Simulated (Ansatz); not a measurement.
# Hypothetical anti-perovskite Mg3PbO, response to strain

Take Mg3PbO in the anti-perovskite structure (space group Pm-3m, No. 221; a = 4.434 Å; a hypothetical phase, not in the database extracts checked) as the base. Axes: x, y, z lie along the cube axes.

Strains are applied to the cell and any free atomic positions relax; under biaxial strain the out-of-plane vector relaxes too; under stress the whole cell relaxes.

Computed with PBE (Ansatz, a quantum-chemistry and plane-wave program, PAW, spin-orbit coupling left out).

Notes on the quantities. pressure: mean of the normal stresses, compression positive; energy relative to the base: free energy F.

```csv
case,volume per atom,pressure,energy relative to the base
base,17.44 Å³,0.0 GPa,0 meV/atom
"biaxial strain +1.64 %, plane normal [001], relaxed out of plane",17.78 Å³,-1.1 GPa,+3.1 meV/atom
isotropic strain +4.33 %,19.80 Å³,(withheld),+51 meV/atom
isotropic strain +4.81 %,20.07 Å³,-6.6 GPa,(withheld)
"uniaxial stress, 1 GPa tension along x",17.53 Å³,–,+0.7 meV/atom
```

Task: Some entries are withheld; estimate them.

Result: 
- isotropic strain +4.33 %, pressure: -6.2 GPa
- isotropic strain +4.81 %, energy relative to the base: +62 meV/atom

Without a gap, meshes like the base's 11×11×11 leave anisotropic stresses uncertain by several tenths of a GPa, and small strain energies with them. Stability under load was not tested beyond the relaxation. The final runs are not spin-polarised.
